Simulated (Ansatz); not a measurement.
Band structure of Mg2Zn (C2/m, 6 atoms in the cell).

```
CELL_PARAMETERS angstrom
      5.58114    -1.55499     0.00000
      5.58114     1.55499     0.00000
     -2.03064     0.00000     6.88675
ATOMIC_POSITIONS crystal
  Mg 0.85729 0.85729 0.96367
  Mg 0.14271 0.14271 0.03633
  Mg 0.46982 0.46982 0.68394
  Mg 0.53018 0.53018 0.31606
  Zn 0.19655 0.19655 0.63832
  Zn 0.80345 0.80345 0.36168
```

Computed with LDA (PW92), default PAW files made with PBE (plane waves; Ansatz, a first-principles code).

Settings: basis.ecutwfc = 420 eV; kpoints.mp_grid.grid = 9 9 4; hamiltonian.xc = lda; hamiltonian.pseudopotentials = {kind: paw} (the program's default PAW files); scf.occupations.method = methfessel_paxton; scf.occupations.width = 0.272 eV; kpoints.band_path.npoints = 16.

The starting cell comes from a database of computed structures (which also holds hypothetical and non-ambient phases and stackings), without a prior relaxation at this level.

Levels in eV from the Fermi level, bands 29 to 36:
```csv
point,29,30,31,32,33,34,35,36
Γ,-4.56,-2.59,-2.52,-1.88,-1.25,2.52,3.13,4.10
Y,-4.69,-4.22,-2.17,-2.05,2.98,3.44,3.63,3.68
F,-3.89,-3.54,-3.19,-1.19,0.56,2.20,2.93,3.37
L,-4.98,-4.90,-1.14,-1.12,1.76,2.30,3.16,3.26
I,-2.58,-2.49,-1.64,-1.41,0.94,1.64,2.01,2.53
```

Bands cross the Fermi level along this path, so the cell is metallic at this level.

Keys are those of Ansatz 0.2.
